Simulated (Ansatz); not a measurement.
# CeIn3 (Pm-3m, No. 221)

The numbers are results of LDA (Ansatz, a first-principles code, plane waves, PAW), not measurements.

Numerical settings: plane-wave cutoff 520 eV, 12×12×12 k mesh, Fermi–Dirac smearing 0.05 eV, spin-polarised with parallel moments, scalar-relativistic PAW data made under PBE.

Cell: relaxed at this level.

```json
{
  "band_gap": "none",
  "equilibrium_lattice_constant_a": "4.572 Å",
  "bulk_modulus": "70.2 GPa"
}
```

Note: the magnetic order was assumed, not searched for or taken from measurement; the 4f shell is treated without U or exact exchange, so its levels and filling can be wrong; the bulk modulus is −V dP/dV from two relaxed cells at ±2 % in volume; the volume lies 7 % below that of the published cell.

Spin–orbit coupling is not included.

Computed values are for the static lattice.

The result took about 6 core-minutes (a rough figure).
